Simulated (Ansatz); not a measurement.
Reference: MgO (Fm-3m), PBEsol, rigid bands (plane waves, PAW, scalar-relativistic; Ansatz, an electronic-structure program); axes and stresses refer to this cell.

```
CELL_PARAMETERS angstrom
      0.00000     2.10703     2.10703
      2.10703     0.00000     2.10703
      2.10703     2.10703     0.00000
ATOMIC_POSITIONS crystal
  Mg 0.00000 0.00000 0.00000
  O  0.50000 0.50000 0.50000
```

- electron conductivity mass: 0.35 mₑ
- Seebeck coefficient, n-type 1e19 cm⁻³: -171 μV/K
- Seebeck coefficient, p-type 1e19 cm⁻³: 507 μV/K

Change: biaxial stress xx = yy = 2 GPa (compression positive). What happens to electron conductivity mass, Seebeck coefficient, n-type 1e19 cm⁻³, Seebeck coefficient, p-type 1e19 cm⁻³?

electron conductivity mass moves little, to 0.35 mₑ; Seebeck coefficient, n-type 1e19 cm⁻³ moves little, to -172 μV/K; Seebeck coefficient, p-type 1e19 cm⁻³ moves little, to 501 μV/K.

Change: functional PBE, cell relaxed with it. What happens to electron conductivity mass, Seebeck coefficient, n-type 1e19 cm⁻³, Seebeck coefficient, p-type 1e19 cm⁻³?

electron conductivity mass moves little, to 0.35 mₑ; Seebeck coefficient, n-type 1e19 cm⁻³ moves little, to -170 μV/K; Seebeck coefficient, p-type 1e19 cm⁻³ moves little, to 513 μV/K.

Change: hydrostatic pressure -2 GPa. What happens to electron conductivity mass, Seebeck coefficient, n-type 1e19 cm⁻³, Seebeck coefficient, p-type 1e19 cm⁻³?

electron conductivity mass moves little, to 0.35 mₑ; Seebeck coefficient, n-type 1e19 cm⁻³ moves little, to -170 μV/K; Seebeck coefficient, p-type 1e19 cm⁻³ moves little, to 509 μV/K.

Change: hydrostatic pressure 10 GPa. What happens to electron conductivity mass, Seebeck coefficient, n-type 1e19 cm⁻³, Seebeck coefficient, p-type 1e19 cm⁻³?

electron conductivity mass grows to 0.37 mₑ; Seebeck coefficient, n-type 1e19 cm⁻³ goes up in size to -178 μV/K; Seebeck coefficient, p-type 1e19 cm⁻³ moves little, to 500 μV/K.

Change: hydrostatic pressure 5 GPa. What happens to electron conductivity mass, Seebeck coefficient, n-type 1e19 cm⁻³, Seebeck coefficient, p-type 1e19 cm⁻³?

electron conductivity mass increases to 0.36 mₑ; Seebeck coefficient, n-type 1e19 cm⁻³ moves little, to -175 μV/K; Seebeck coefficient, p-type 1e19 cm⁻³ moves little, to 504 μV/K.

Change: uniaxial stress zz = 1 GPa (compression positive). What happens to electron conductivity mass, Seebeck coefficient, n-type 1e19 cm⁻³, Seebeck coefficient, p-type 1e19 cm⁻³?

electron conductivity mass moves little, to 0.35 mₑ; Seebeck coefficient, n-type 1e19 cm⁻³ moves little, to -172 μV/K; Seebeck coefficient, p-type 1e19 cm⁻³ moves little, to 505 μV/K.

Masses are for dilute carriers at 300 K, harmonic means over directions unless an axis is named. Seebeck coefficients are for the stated density at 300 K, with one relaxation time for all states and whether or not that doping can be reached. Spin-orbit coupling is left out unless a row names it. Stresses and pressures are the targets of the relaxation.  The structure type is held under load, also where the real crystal would transform.
